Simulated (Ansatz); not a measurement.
Consider SnTe in the rock salt structure (space group Fm-3m, No. 225; a = 6.370 Å). Axes: x, y, z lie along the cube axes.

Method: r2SCAN, PAW, 500 eV (Ansatz, a first-principles code; no SOC).

Strains are applied to the cell and any free atomic positions relax; under biaxial strain the out-of-plane vector relaxes too.

One change was made to it. Results:

```csv
quantity,base,after
energy relative to the base (free energy F),0 meV/atom,+2.2 meV/atom
band gap,0.13 eV,zero
"pressure (mean of the normal stresses, compression positive)",0.0 GPa,-0.6 GPa
volume per atom,32.30 Å³,32.73 Å³
```

What was done to the base?
A. biaxial strain +0.83 %, plane normal [111], relaxed out of plane
B. biaxial strain +0.42 %, plane normal [111], relaxed out of plane
C. biaxial strain +1.67 %, plane normal [111], relaxed out of plane
D. biaxial strain +1.25 %, plane normal [111], relaxed out of plane

D, biaxial strain +1.25 %, plane normal [111], relaxed out of plane. For comparison, the energy relative to the base in the other runs: biaxial strain +1.67 %, plane normal [111], relaxed out of plane gives +3.9 meV/atom; biaxial strain +0.83 %, plane normal [111], relaxed out of plane gives +1.0 meV/atom; biaxial strain +0.42 %, plane normal [111], relaxed out of plane gives +0.3 meV/atom.

Spin-orbit coupling, missing from the scalar runs, can matter with Te. Whether these cells are dynamically stable was not tested. All final runs are without spin polarisation. Gaps under 0.05 eV, about the width of the smearing, are given as zero. The zero or small gap of SnTe can change with the level of theory.
